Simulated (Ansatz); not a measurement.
Consider the following.

```yaml
crystal:
  lattice:
    - [-2.71213, 2.71213, 5.23437]
    - [2.71213, -2.71213, 5.23437]
    - [2.71213, 2.71213, -5.23437]
  atoms:
    - { symbol: Zn, position: [0.00000, 0.00000, 0.00000] }
    - { symbol: Zn, position: [0.75000, 0.25000, 0.50000] }
    - { symbol: Ge, position: [0.50000, 0.50000, 0.00000] }
    - { symbol: Ge, position: [0.25000, 0.75000, 0.50000] }
    - { symbol: P, position: [0.87500, 0.87334, 0.49834] }
    - { symbol: P, position: [0.12666, 0.62500, 0.00166] }
    - { symbol: P, position: [0.37500, 0.37666, 0.50166] }
    - { symbol: P, position: [0.62334, 0.12500, 0.99834] }
```

No spin polarisation.

The values are results of PBEsol (Ansatz, a quantum-chemistry and plane-wave program; PAW; 420 eV plane waves; no SOC), not measurements. Γ-centred 9×9×9 mesh, Fermi–Dirac width 0.05 eV.

### Question
What pressure (mean of the normal stresses, compression positive) does the calculation give?

### Answer
1.99 GPa.

### Question
What is the computed band gap?

### Answer
0.98 eV.

### Question
What hole mass does the calculation give?

### Answer
0.10 mₑ along z, 0.31 mₑ across (at Γ).

The cells carry an imposed strain or load. Effective masses come from finite differences of ±0.01 Å⁻¹. Whether these cells are dynamically stable was not tested. The cell was made from ZnGeP2 in the chalcopyrite structure (space group I-42d, No. 122) by this change: uniaxial strain ε_zz = −2.25 %.
